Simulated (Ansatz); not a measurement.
The reference is Rh in the fcc (Cu type) structure (space group Fm-3m, No. 225; a = 3.8015 Å; relaxed with 0.1 eV smearing). Axes: x, y, z lie along the cube axes.

The values are results of DFT with r2SCAN, PAW potentials and a 500 eV plane-wave cutoff in Ansatz (a first-principles code), no spin-orbit coupling, not measurements.

Modification: a pure shear with ε_xy = ε_yx = 0.0171, atoms relaxed at fixed cell.

Q: What happens to the energy relative to the base and stress?

A: The energy increases by 9.8 meV/atom; the stress (xx, yy, zz, yz, xz, xy; compression positive) amounts to (0.6, 0.6, 0.0, 0.0, 0.0, -6.7) GPa.

The cells carry an imposed strain or load. No phonon test of stability was made. The final runs are not spin-polarised.
